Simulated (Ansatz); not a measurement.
# Electron-phonon data for La3Pb (Pm-3m)

Consider the following.

```yaml
crystal:
  lattice:
    - [4.98551, 0.00000, 0.00000]
    - [0.00000, 4.98551, 0.00000]
    - [0.00000, 0.00000, 4.98551]
  atoms:
    - { symbol: La, position: [0.50000, 0.50000, 0.00000] }
    - { symbol: La, position: [0.00000, 0.50000, 0.50000] }
    - { symbol: La, position: [0.50000, 0.00000, 0.50000] }
    - { symbol: Pb, position: [0.00000, 0.00000, 0.00000] }
```

Calculation: PBEsol, DFPT electron-phonon coupling, linearised Boltzmann equation (plane waves, PAW, scalar-relativistic; Ansatz, an electronic-structure program). Cell: relaxed with this functional, without spin-orbit coupling.

```
Quantity                                                                                                Value
----------------------------------------------------------------------------------  -------------------------
resistivity at 300 K                                                                                 85 μΩ·cm
electron mean free path at 300 K (weighted by the current that each state carries)                    1.58 nm
electron-phonon coupling λ                                                                               1.38
transport coupling λ_tr                                                                                  1.33
logarithmic mean phonon energy                                                                        6.8 meV
density of states at the Fermi level                                                3.0 states/(eV·spin·cell)
```

A metal at this level (no band gap). Only scattering by harmonic phonons is included (no impurities, grain boundaries, electron-electron scattering or thermal expansion). Spin-orbit coupling is left out, which matters with elements this heavy. Values near or above 100 μΩ·cm, or paths under about 2 nm, lie near resistivity saturation, where the Boltzmann equation overshoots. The self-energy correction of the phonons between q points moved λ by about 5 %. Halving the electron mesh (16x16x16) moves the resistivity by up to 5 % at 300 K, the mean free path by up to 4 %, the coupling by up to 5 %. Smearing 0.20 eV; phonons on a 3x3x3 q mesh, which this run doesn't test and which matters most at low temperature.

Computed structure with no diffraction record at hand here (it may be known, metastable or hypothetical): La3Pb (Pm-3m).
